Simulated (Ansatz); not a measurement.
Consider the following.

End structure of H on the 1x1 (111) surface of fcc Pt, one in a 2x2 cell, started at the site 'top Pt':

```xyz
17
Lattice="5.6144 0.0000 0.0000 -2.8072 4.8622 0.0000 0.0000 0.0000 26.0000" Properties=species:S:1:pos:R:3 pbc="T T T"
Pt     0.0000     1.6207     9.5649
Pt    -1.4036     4.0519     9.5649
Pt     2.8072     1.6207     9.5649
Pt     1.4036     4.0519     9.5649
Pt     1.4036     0.8104    11.8668
Pt     0.0000     3.2415    11.8668
Pt     4.2108     0.8104    11.8668
Pt     2.8072     3.2415    11.8668
Pt     0.0000     0.0088    14.1491
Pt    -1.3959     2.4267    14.1491
Pt     2.8072     0.0000    14.1338
Pt     1.3959     2.4267    14.1491
Pt     0.0000     1.6207    16.5532
Pt    -1.4063     4.0503    16.4305
Pt     2.8072     1.6238    16.4305
Pt     1.4063     4.0503    16.4305
H      0.0000     1.6207    18.1067
```

Slab: 17 atoms, 6.9 Å thick at the start under the adsorbate (thin: gaps and levels are the slab's own); k 6x6x1, smearing 0.1 eV, dipole-corrected; 8 atoms held, the rest relaxed; start symmetry kept, larger cells not searched; no spin, no spin-orbit, no U, no dispersion correction. At the end it is bonded to Pt. In PBE it is, or lies within 0.03 eV of, the lowest of the starts that converged.

A negative adsorption energy means that the adsorbate is more stable on the surface than in its reference.

What is the computed adsorption energy against ½ H2(g) (PBE in Ansatz, a quantum-chemistry and plane-wave program)?

-0.43 eV

Give the change of the work function at the level PBE.

-0.20 eV

Estimate the work function of the top face that PBE returns for this input.

5.48 eV

Estimate the change of the step from the bottom to the top vacuum level, against the clean slab that PBE returns for this input.

-0.19 eV
